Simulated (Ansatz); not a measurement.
An Ansatz (a program for electronic structure) input (Ansatz r2SCAN, without spin-orbit coupling):

Ansatz 0.2 input:
```yaml
crystal:
  lattice:
    - [2.3070071856, 1.3319512196, 4.2048247114]
    - [-2.3070071856, 1.3319512196, 4.2048247114]
    - [0, -2.6639024392, 4.2048247114]
  atoms:
    - { symbol: Cu, position: [0.1682715001, 0.1682715001, 0.1682715001] }
    - { symbol: Cu, position: [0.8317284999, 0.8317284999, 0.8317284999] }
    - { symbol: Zn, position: [0.5, 0.5, 0.5] }
    - { symbol: Zn, position: [0.3282505743, 0.6717494257, 0] }
    - { symbol: Zn, position: [0, 0.3282505743, 0.6717494257] }
    - { symbol: Zn, position: [0.6717494257, 0, 0.3282505743] }
basis: { ecutwfc: 500, ecutrho_ratio: 4, xc_grid: 4, fft_grid_basis: typed }
kpoints: { mp_grid: { grid: [12, 12, 12] } }
hamiltonian:
  xc: r2scan
  dispersion: none
  pseudopotentials: { kind: paw }
scf: { occupations: { method: fermi_dirac, width: 0.05 }, convergence: { dr2_threshold: 0.0000000006 } }
output: { forces: true, stress: true }
checkpoint: { write: state.ck, write_every: 1000 }
```

Question: Which symmetry and how many k-points will the program report, and about how many plane waves at Γ?

Answer: Space group R32 (ITA 155) with 6 operations, k-points 189 of 1728, and 1935 plane waves at Γ.

Each cell is one ordered arrangement of few atoms, which overstates ordering effects compared with a random alloy. No phonon test of stability was made. All final runs are without spin polarisation. The cell was made from Zn by this change: x(Cu) = 0.333, 6 atoms, R32.
